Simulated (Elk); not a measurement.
Band structure of Ag (Fm-3m, 1 atom in the cell).

```yaml
crystal:
  lattice:
    - [0.00000, 2.06080, 2.06080]
    - [2.06080, 0.00000, 2.06080]
    - [2.06080, 2.06080, 0.00000]
  atoms:
    - { symbol: Ag, position: [0.00000, 0.00000, 0.00000] }
```

Level of theory: Elk with PBE, all-electron FP-LAPW, Elk's shipped species files, APW+lo basis with extra local orbitals.

Settings: xctype = 20; rgkmax = 7.5; stype = 0; swidth = 0.00999582 Ha; ngridk = 9 9 9; gmaxvr = 14 1/bohr; nxlo = 2; lorbcnd = true; lmaxi = 3; maxscl = 100.

The starting cell comes from a database of computed structures (which also holds hypothetical and non-ambient phases and stackings), without a prior relaxation at this level. Its lattice was rescaled by a random factor within 2.5 % of one. Values depend on the basis (sphere radii, cutoffs, local orbitals), which need not be converged.

Levels in eV from the Fermi level, bands 6 to 13:
| point | 6 | 7 | 8 | 9 | 10 | 11 | 12 | 13 |
|---|---|---|---|---|---|---|---|---|
| Γ | -4.89 | -4.89 | -4.89 | -3.89 | -3.89 | 15.60 | 19.02 | 19.02 |
| X | -6.32 | -3.15 | -2.90 | -2.90 | 1.38 | 6.34 | 10.28 | 10.28 |
| W | -5.14 | -5.14 | -3.86 | -2.90 | 5.63 | 5.63 | 6.60 | 7.83 |
| K | -5.63 | -4.18 | -3.67 | -3.17 | 4.00 | 4.93 | 6.76 | 12.32 |
| L | -4.90 | -4.90 | -3.11 | -3.11 | -0.57 | 3.26 | 14.88 | 17.32 |
| U | -5.63 | -4.18 | -3.67 | -3.17 | 4.00 | 4.93 | 6.76 | 12.32 |

Bands cross the Fermi level along this path, so the cell is metallic at this level.
